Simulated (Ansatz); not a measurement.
Electronic density of states of amorphous Si$_{24}$O$_{47}$H, density 2.19 g/cm³, on a 2×2×2 Γ-centred mesh with a Gaussian width of 0.1 eV; energies count from the Fermi level, whose place inside the gap is arbitrary. Cell and mesh are small, so fine structure isn't converged. Calculation: PBE, scalar-relativistic without spin-orbit coupling (plane waves to 420 eV, PAW; Ansatz, a program for electronic structure). Sampling: a 2×2×2 Γ-centred mesh; Fermi-Dirac width 0.02 eV; collinear spin, started from a total moment of 1 μB (at the end a net moment of 1.0 μB). The usual formal charges leave 3 electrons over, so the level spacing at the Fermi energy parts defect or band states and needn't be the band gap. In the spin-polarised cell the level spacing at the Fermi energy can part levels of unlike spin. At PBE the levels at both edges of the gap are localised (band-tail or defect states), and the nearest spread-out levels lie 5.6 eV apart at the zone centre.

A CHGNet melt-quench gave the starting glass, which DFT then relaxed. O atoms were pushed apart under 1.9 Å during the dynamics, to hinder bonds among them. The hot cell started wider than the set density and was brought back towards it in steps. It is the lowest in DFT energy of 2 quenches. It is a model cell: composition and starting density were chosen by hand, and all elements were melted together. No dispersion term was used. Its density started from a set value of 2.19 and ended at 2.19 g/cm³. The quench (nominally 530 K/ps over its main leg) was far faster than any real one, so the model tends to hold more defects than a real film. Values belong to this one cell and scatter from quench to quench. The volume was held where the preparation left it, at a PBE pressure of 0.7 GPa. Stress components on the final sampling reach 1.6 GPa. Cycles of charging lowered its energy after that relaxation.

| E - EF (eV) | states/(eV atom) |
|---|---|
| -12.00 | 0.19 |
| -11.90 | 0.19 |
| -11.80 | 0.16 |
| -11.70 | 0.18 |
| -11.60 | 0.20 |
| -11.50 | 0.20 |
| -11.40 | 0.18 |
| -11.30 | 0.18 |
| -11.20 | 0.14 |
| -11.10 | 0.20 |
| -11.00 | 0.24 |
| -10.90 | 0.20 |
| -10.80 | 0.21 |
| -10.70 | 0.22 |
| -10.60 | 0.20 |
| -10.50 | 0.20 |
| -10.40 | 0.22 |
| -10.30 | 0.20 |
| -10.20 | 0.14 |
| -10.10 | 0.15 |
| -10.00 | 0.19 |
| -9.90 | 0.17 |
| -9.80 | 0.16 |
| -9.70 | 0.16 |
| -9.60 | 0.22 |
| -9.50 | 0.26 |
| -9.40 | 0.25 |
| -9.30 | 0.20 |
| -9.20 | 0.19 |
| -9.10 | 0.22 |
| -9.00 | 0.32 |
| -8.90 | 0.42 |
| -8.80 | 0.52 |
| -8.70 | 0.54 |
| -8.60 | 0.59 |
| -8.50 | 0.63 |
| -8.40 | 0.67 |
| -8.30 | 0.69 |
| -8.20 | 0.62 |
| -8.10 | 0.52 |
| -8.00 | 0.37 |
| -7.90 | 0.20 |
| -7.80 | 0.05 |
| -7.70 | 0.06 |
| -7.60 | 0.17 |
| -7.50 | 0.23 |
| -7.40 | 0.33 |
| -7.30 | 0.36 |
| -7.20 | 0.34 |
| -7.10 | 0.15 |
| -7.00 | 0.10 |
| -6.90 | 0.21 |
| -6.80 | 0.30 |
| -6.70 | 0.36 |
| -6.60 | 0.38 |
| -6.50 | 0.45 |
| -6.40 | 0.57 |
| -6.30 | 0.59 |
| -6.20 | 0.51 |
| -6.10 | 0.52 |
| -6.00 | 0.56 |
| -5.90 | 0.67 |
| -5.80 | 0.78 |
| -5.70 | 0.81 |
| -5.60 | 0.80 |
| -5.50 | 0.75 |
| -5.40 | 0.74 |
| -5.30 | 0.77 |
| -5.20 | 0.84 |
| -5.10 | 0.91 |
| -5.00 | 0.93 |
| -4.90 | 0.89 |
| -4.80 | 0.88 |
| -4.70 | 0.92 |
| -4.60 | 0.92 |
| -4.50 | 0.92 |
| -4.40 | 0.82 |
| -4.30 | 0.74 |
| -4.20 | 0.74 |
| -4.10 | 0.77 |
| -4.00 | 0.80 |
| -3.90 | 0.86 |
| -3.80 | 0.91 |
| -3.70 | 0.94 |
| -3.60 | 0.77 |
| -3.50 | 0.43 |
| -3.40 | 0.24 |
| -3.30 | 0.08 |
| -3.20 | 0.06 |
| -3.10 | 0.06 |
| -3.00 | 0.01 |
| -2.90 | 0.00 |
| -2.80 | 0.00 |
| -2.70 | 0.00 |
| -2.60 | 0.00 |
| -2.50 | 0.00 |
| -2.40 | 0.00 |
| -2.30 | 0.00 |
| -2.20 | 0.00 |
| -2.10 | 0.00 |
| -2.00 | 0.00 |
| -1.90 | 0.00 |
| -1.80 | 0.00 |
| -1.70 | 0.00 |
| -1.60 | 0.00 |
| -1.50 | 0.00 |
| -1.40 | 0.00 |
| -1.30 | 0.00 |
| -1.20 | 0.00 |
| -1.10 | 0.00 |
| -1.00 | 0.00 |
| -0.90 | 0.00 |
| -0.80 | 0.01 |
| -0.70 | 0.06 |
| -0.60 | 0.05 |
| -0.50 | 0.01 |
| -0.40 | 0.00 |
| -0.30 | 0.00 |
| -0.20 | 0.00 |
| -0.10 | 0.00 |
| 0.00 | 0.00 |
| 0.10 | 0.00 |
| 0.20 | 0.00 |
| 0.30 | 0.00 |
| 0.40 | 0.00 |
| 0.50 | 0.01 |
| 0.60 | 0.05 |
| 0.70 | 0.06 |
| 0.80 | 0.02 |
| 0.90 | 0.00 |
| 1.00 | 0.00 |
| 1.10 | 0.00 |
| 1.20 | 0.00 |
| 1.30 | 0.00 |
| 1.40 | 0.00 |
| 1.50 | 0.00 |
| 1.60 | 0.00 |
| 1.70 | 0.00 |
| 1.80 | 0.00 |
| 1.90 | 0.00 |
| 2.00 | 0.00 |
| 2.10 | 0.02 |
| 2.20 | 0.05 |
| 2.30 | 0.05 |
| 2.40 | 0.04 |
| 2.50 | 0.06 |
| 2.60 | 0.06 |
| 2.70 | 0.08 |
| 2.80 | 0.08 |
| 2.90 | 0.07 |
| 3.00 | 0.08 |
| 3.10 | 0.11 |
| 3.20 | 0.13 |
| 3.30 | 0.10 |
| 3.40 | 0.09 |
| 3.50 | 0.11 |
| 3.60 | 0.10 |
| 3.70 | 0.11 |
| 3.80 | 0.12 |
| 3.90 | 0.13 |
| 4.00 | 0.16 |
| 4.10 | 0.15 |
| 4.20 | 0.16 |
| 4.30 | 0.18 |
| 4.40 | 0.19 |
| 4.50 | 0.20 |
| 4.60 | 0.23 |
| 4.70 | 0.27 |
| 4.80 | 0.27 |
| 4.90 | 0.27 |
| 5.00 | 0.31 |
| 5.10 | 0.34 |
| 5.20 | 0.35 |
| 5.30 | 0.41 |
| 5.40 | 0.48 |
| 5.50 | 0.51 |
| 5.60 | 0.51 |
| 5.70 | 0.58 |
| 5.80 | 0.62 |

The level spacing at the Fermi energy on this mesh is 1.28 eV; the broadening fills part of it in the curve.
